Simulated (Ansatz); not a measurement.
Functionals compared on the (010) surface of beta Ga2O3 in its 1x1 cell (cut with top plane 4 Ga + 6 O, bottom plane 4 Ga + 6 O), outermost plane spacing 1.54 Å in the ideal cut, in Ansatz (plane waves, PAW). The structure was relaxed with PBE; the other rows are single points on it. Cutoff 420 eV (500 eV for r2SCAN). HSE06 used the coarser mesh 3x2x1.

Model: 80-atom slab, Ga32O48, 10.8 Å thick at the start, 5x2x1 mesh, Fermi-Dirac 0.025 eV, dipole correction, all atoms relaxed; start symmetry kept, larger cells not searched; no spin, no spin-orbit, no U. These notes are the PBE run's.

| functional | gap of the slab on its k-mesh (eV) | highest filled level below the top vacuum level (eV) | rough cost of the single point |
|---|---|---|---|
| PBE | 1.14 | 6.11 | – |
| LDA | 1.04 | 6.46 | about 14 core-minutes (a rough figure) |
| PBEsol | 1.09 | 6.16 | very roughly 17 core-minutes |
| RPBE | 1.23 | 5.97 | very roughly 17 core-minutes |
| r2SCAN | ___ | ___ | around 30 core-minutes (rough) |

Q: Some entries are withheld; supply them.

A: 
- r2SCAN, gap of the slab on its k-mesh (eV): 1.68
- r2SCAN, highest filled level below the top vacuum level (eV): 6.45

Ansatz is a program for electronic structure.
